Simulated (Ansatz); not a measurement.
Start from Li in the bcc (W type) structure (space group Im-3m, No. 229; relaxed with 0.1 eV smearing).

```
Li
1.0
   -1.71714     1.71714     1.71714
    1.71714    -1.71714     1.71714
    1.71714     1.71714    -1.71714
Li
1
Direct
  0.00000   0.00000   0.00000
```

All numbers come from Kohn–Sham DFT with the PBEsol functional, run in Ansatz (a first-principles code) with PAW and 420 eV plane waves, scalar-relativistic without spin-orbit coupling.

For the base:

The pressure is 0.0 GPa.

Now apply this change: an isotropic linear strain of −2.00 %, atoms relaxed at fixed cell.

Task: How does this affect the pressure?

Result: The pressure goes from zero to 0.9 GPa.

Task: How does this affect the energy relative to the base?

Result: The energy goes up by 3.3 meV/atom.

Whether these cells are dynamically stable was not tested.
